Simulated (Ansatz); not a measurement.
# Mo2N (space group R-3m, No. 166; a cell from a computed database, its experimental status unchecked)

```
CELL_PARAMETERS angstrom
      1.43698     0.82964     4.92556
     -1.43698     0.82964     4.92556
      0.00000    -1.65929     4.92556
ATOMIC_POSITIONS crystal
  Mo 0.24324 0.24324 0.24324
  Mo 0.75676 0.75676 0.75676
  N  0.00000 0.00000 0.00000
```

Calculations: PBEsol (Ansatz, a first-principles code, PAW, spin-orbit coupling left out). Settings: 19×19×19 k-points, 0.05 eV Fermi–Dirac smearing.

| Item | Value |
|---|---|
| Volume per atom | 11.74 Å³ |
| Density | 9.70 g/cm³ |
| Band gap | zero |
| Total energy | -3391.511 eV/atom (σ→0; compares only within this code and set-up) |

No phonon test of stability was made. The final runs are not spin-polarised. An odd electron count without spin: Mo2N.
